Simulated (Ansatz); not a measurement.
A thermal frame of Be(001) slab, cut from hcp Be, cell Be96, with vacuum along z, from MD with PBE at 300 K. Calculation: PBE (plane waves, PAW; Ansatz, a program for electronic structure).

| Item | Value |
|---|---|
| plane-wave cutoff | 420 eV |
| k-points | 2x2x1 mesh shifted by half a step in the plane |
| Fermi-Dirac width | 0.086 eV |
| spin | not polarised; no spin-orbit coupling |

A check of the k-sampling: on the last frame of the same run a denser mesh moved the PBE forces by 0.036 eV/Å rms and the free energy by -3 meV/atom.

```xyz
96
Lattice="9.0846 0.0000 0.0000 -4.5423 7.8675 0.0000 0.0000 0.0000 20.9599" Properties=species:S:1:pos:R:3:forces:R:3 pbc="T T T"
Be   -0.1200    1.2339    6.4584  -1.520  -0.052  -0.272
Be    0.9005    0.5348    8.2165   0.281   0.286   0.001
Be   -0.1390    1.2271    9.9741  -0.846   0.658   0.413
Be    0.8936    0.8613   11.9370   0.161  -1.337  -0.708
Be   -0.2205    1.3852   13.6254  -0.450  -0.009   0.402
Be    0.7957    0.6312   15.4768   0.485   1.167   0.192
Be   -1.4228    3.1727    6.3378   0.092   0.151   0.054
Be   -0.2949    2.6273    8.2986   0.614  -0.581  -0.530
Be   -1.4334    3.2473   10.0078   0.462   0.001   0.491
Be   -0.2021    2.6963   11.8896  -0.408   0.037  -0.277
Be   -1.4242    3.3687   13.6929   0.516   0.507  -0.333
Be   -0.2672    2.6981   15.5569   0.164   0.105  -0.272
Be   -2.5726    5.1258    6.2633   0.118   0.028   0.327
Be   -1.3159    4.5128    8.2162  -0.355   0.275  -0.040
Be   -2.4928    5.2373   10.0732  -0.001   0.165  -0.457
Be   -1.4581    4.5869   11.8366   0.527   0.093   0.133
Be   -2.5219    5.3833   13.6629   0.130  -0.211  -0.117
Be   -1.3572    4.8323   15.4735   0.083  -0.636   0.220
Be   -3.7004    7.0469    6.3554  -0.306   0.421   0.057
Be   -2.5526    6.4358    8.1929   0.309   0.161   0.034
Be   -3.6016    7.2657   10.0481  -0.128  -0.295  -0.185
Be   -2.5328    6.6188   11.7574   0.318  -0.013   0.690
Be   -3.6091    7.1842   13.6870  -0.326   0.864  -0.199
Be   -2.4958    6.7987   15.5765   0.204  -0.900  -0.293
Be    1.8986    1.1824    6.3218   0.817   0.268  -0.063
Be    3.1921    0.5578    8.1759  -0.296   0.156   0.000
Be    2.0975    1.3056    9.9194  -0.424   0.375   0.508
Be    3.1030    0.7477   11.9186   0.159   0.111  -0.601
Be    1.9817    1.4268   13.7695   0.110  -0.041  -0.555
Be    3.1827    0.7362   15.4979  -0.055   0.511   0.063
Be    0.7632    3.1588    6.2674   0.296   0.320   0.218
Be    2.1096    2.6085    8.0295  -0.546  -0.676   0.806
Be    0.8765    3.3539   10.0708   0.095  -0.454  -0.435
Be    2.0384    2.6035   11.7554   0.202   0.934   0.328
Be    0.9119    3.3956   13.6354  -0.364  -0.092   0.184
Be    2.0346    2.7093   15.4610  -0.226   0.103   0.410
Be   -0.3120    5.0888    6.2600   0.014   0.645   0.101
Be    0.9709    4.4828    8.1204  -0.243   0.397   0.265
Be   -0.2250    5.2463   10.0692  -0.195   0.086  -0.060
Be    0.9937    4.6672   11.8290  -0.334  -0.203   0.144
Be   -0.2316    5.3126   13.6713   0.007   0.379  -0.283
Be    0.9754    4.7154   15.4553  -0.366  -0.231   0.128
Be   -1.6124    7.1284    6.1400   1.201   0.014   0.520
Be   -0.2633    6.5055    8.2668  -0.020  -0.195  -0.480
Be   -1.3168    7.3065   10.0956  -0.406  -0.621  -0.491
Be   -0.2537    6.6263   11.9156  -0.031  -0.119  -0.185
Be   -1.4359    7.3812   13.6002   0.362  -0.638   0.528
Be   -0.2462    6.7505   15.4903  -0.201  -0.427   0.138
Be    4.1401    1.3208    6.3419   0.232  -0.312  -0.054
Be    5.3836    0.5830    8.2241   0.425   0.050  -0.136
Be    4.3209    1.3061   10.0064  -0.413   0.398   0.123
Be    5.2408    0.8048   11.8932   1.282  -0.714  -0.100
Be    4.3005    1.5086   13.6686  -0.387  -0.083   0.271
Be    5.3704    0.7919   15.5610   0.545   0.194  -0.120
Be    2.9465    3.3337    6.2251   0.830  -0.403   0.056
Be    4.3122    2.5753    8.2286   0.059   0.128  -0.338
Be    3.1969    3.3572    9.9724  -0.251  -0.475   0.261
Be    4.2716    2.7127   11.8265  -0.003   0.203   0.100
Be    3.0305    3.5200   13.7936   0.557  -0.676  -1.130
Be    4.2753    2.8727   15.4938   0.257  -0.704   0.141
Be    1.9623    5.2869    6.2530   0.199  -0.661  -0.079
Be    3.1998    4.5460    8.2169  -0.355   0.173  -0.354
Be    2.0845    5.3135   10.0291  -0.429  -0.147  -0.542
Be    3.1783    4.7099   11.7222   0.149  -0.343   0.746
Be    2.1055    5.4456   13.6714  -0.398  -0.214  -0.192
Be    3.2046    4.7323   15.4827  -0.184   0.525   0.423
Be    0.8259    7.1789    6.3266  -0.305   0.160  -0.029
Be    1.9416    6.4330    8.0083   0.399   0.569   1.089
Be    0.8194    7.2277   10.0579   0.434  -0.013   0.029
Be    2.0119    6.5961   11.8019   0.146   0.512   0.184
Be    0.8656    7.3812   13.7269   0.278  -0.188  -0.403
Be    1.9540    6.6212   15.6466   0.593   0.480  -0.425
Be    6.5576    1.3153    6.4844  -0.223  -0.436  -0.462
Be    7.6792    0.4688    8.1864  -0.028   1.379  -0.257
Be    6.5695    1.3063   10.1320  -0.365   0.197  -0.769
Be    7.6568    0.7085   11.7963   0.528  -0.048   0.478
Be    6.6234    1.5434   13.7350  -0.463  -1.098   0.120
Be    7.7267    0.7102   15.5458  -0.382   0.356  -0.106
Be    5.4189    3.1842    6.3201  -0.070   0.017   0.030
Be    6.5858    2.5568    8.1972  -0.056  -0.020   0.307
Be    5.5125    3.2502    9.9675  -0.496  -0.028   0.642
Be    6.5738    2.5619   11.9220  -0.171   1.056  -0.689
Be    5.4346    3.4798   13.6765   0.090  -0.642  -0.460
Be    6.5511    2.8774   15.4015   0.043  -0.662   0.784
Be    4.2575    5.0448    6.3656   0.042   0.821  -0.197
Be    5.5078    4.4569    8.1959  -0.284   0.575  -0.183
Be    4.3804    5.2115    9.9221  -0.298   0.339   0.586
Be    5.3857    4.6770   11.7919   0.316  -0.298   0.146
Be    4.3133    5.2646   13.6211  -0.183   0.652   0.061
Be    5.5048    4.6951   15.5375  -0.399   0.677  -0.002
Be    3.1393    7.2471    6.3052  -0.068  -0.589   0.010
Be    4.2646    6.5077    8.2372   0.064  -0.166  -0.344
Be    3.0178    7.3094    9.9349   0.648  -0.923   0.737
Be    4.3679    6.6838   11.8624  -0.668  -0.138  -0.275
Be    3.1925    7.3635   13.6413  -0.150  -0.304   0.188
Be    4.4084    6.6881   15.7115  -0.768  -0.664  -0.387
```

free energy on this k-sampling (the code's own zero, frozen cores included): -8884.9 eV
rms force component: 0.442 eV/Å
largest force: 1.55 eV/Å on atom 1
